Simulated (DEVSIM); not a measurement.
Structure: Si n-p junction from an implanted or diffused profile, at 300 K.

```
layer (left to right)  material  thickness (μm)  Na (cm⁻³)  τn (s)  τp (s)
---------------------  --------  --------------  ---------  ------  ------
1                            Si            4.20     5.2e15  6.4e-6  6.4e-6
```

Added donor profile: 8.5e18 cm⁻³ × exp(−(x − 0.075 μm)²/(2·(0.089 μm)²)). Left contact: ohmic. Right contact: ohmic. Voltage is applied to the left contact. Recombination: SRH at mid-gap, radiative. Mobility is constant in doping. Where it depends on doping, it is μmin + (μ − μmin)/(1 + (N/Nref)^α).

This is a model device: material constants are rounded textbook-type values typed into the input, and sizes, dopings and lifetimes were drawn at random. Values at 300 K; Nc and Nv go as T^1.5, mobilities as T to minus their exponent, the gap by Varshni's rule with the affinity fixed. The table also holds parameters that only a changed run uses.

| parameter | Si |
|---|---|
| gap (eV) | 1.124 |
| affinity (eV) | 4.05 |
| permittivity | 11.7 |
| Nc (cm⁻³) | 2.86e19 |
| Nv (cm⁻³) | 3.1e19 |
| μn (cm²/Vs) | 1417 |
| μp (cm²/Vs) | 470 |
| μn,min | 52 |
| μp,min | 45 |
| Nref,n | 9.7e16 |
| Nref,p | 2.2e17 |
| αn | 0.68 |
| αp | 0.72 |
| T exponent of μn | 2.3 |
| T exponent of μp | 2.2 |
| B (cm³/s) | 4.7e-15 |
| Cn (cm⁶/s) | 2.8e-31 |
| Cp (cm⁶/s) | 9.9e-32 |
| Varshni α (eV/K) | 0.000473 |
| Varshni β (K) | 636 |

Simulated with DEVSIM: 1D drift-diffusion, Boltzmann statistics, complete ionisation; no tunnelling, impact ionisation, image-force lowering or self-heating.

Base results: dark forward voltage at 100 A/cm² (V) 0.693; potential step across the device at zero bias (V) 0.859; dark forward voltage at 1 A/cm² (V) 0.562.

**Question.** What follows from this one change: straggle of the profile 0.089 → 0.027 μm?

**Answer.** dark forward voltage at 100 A/cm² little changed (0.695 V); potential step across the device at zero bias 0.859 → 0.767 V; dark forward voltage at 1 A/cm² little changed (0.564 V).

**Question.** What follows from this one change: temperature 300 → 500 K?

**Answer.** dark forward voltage at 100 A/cm² 0.693 → 0.321 V; potential step across the device at zero bias 0.859 → 0.557 V; dark forward voltage at 1 A/cm² 0.562 → 0.097 V.

**Question.** What follows from this one change: peak of the profile 8.5e+18 → 8.5e+17 cm^-3?

**Answer.** dark forward voltage at 100 A/cm² little changed (0.694 V); potential step across the device at zero bias 0.859 → 0.799 V; dark forward voltage at 1 A/cm² little changed (0.562 V).

**Question.** What follows from this one change: thickness of layer 1 4.2 → 13 μm?

**Answer.** dark forward voltage at 100 A/cm² 0.693 → 0.739 V; potential step across the device at zero bias little changed (0.859 V); dark forward voltage at 1 A/cm² 0.562 → 0.594 V.

**Question.** What follows from this one change: doping Na of layer 1 5.2e+15 → 1.6e+14 cm^-3?

**Answer.** dark forward voltage at 100 A/cm² 0.693 → 0.656 V; potential step across the device at zero bias 0.859 → 0.769 V; dark forward voltage at 1 A/cm² 0.562 → 0.473 V.
